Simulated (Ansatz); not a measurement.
For Zn3GaNO3 (model structure, P3m1, No. 156, 8 atoms in the cell), PBEsol (plane waves, PAW; Ansatz, an electronic-structure program) gives:

* **lattice parameter a**: 3.252 Å
* **c axis length**: 10.370 Å
* **bulk modulus B0**: 141 GPa
* **cohesive energy**: 4.03 eV/atom

Problem. What does r²SCAN in Ansatz (plane waves, PAW) give for the same quantities?

Solution. 
- lattice constant a: 3.259 Å (grows by 0.2 %)
- lattice parameter c: 10.350 Å (shrinks by 0.2 %)
- bulk modulus: 145 GPa (rises by 2.8 %)
- cohesive energy: 3.80 eV/atom (shrinks by 0.23 eV/atom)

Changes are worked out from the printed values.

Unless a cell is named, each level is at its own relaxed cell (PBEsol 11.87, r²SCAN 11.90 Å³/atom).

Caveats: the bulk modulus is −V dP/dV from two relaxed cells at ±2 % in volume (PBEsol, r²SCAN). Ansatz's density-functional and Hartree–Fock values are scalar-relativistic unless marked +SOC, with PAW data made under PBE.

A model structure was made by putting elements into a prototype or built by hand; it is no filed structure, need not be a known phase, and can be a saddle point held by its symmetry.
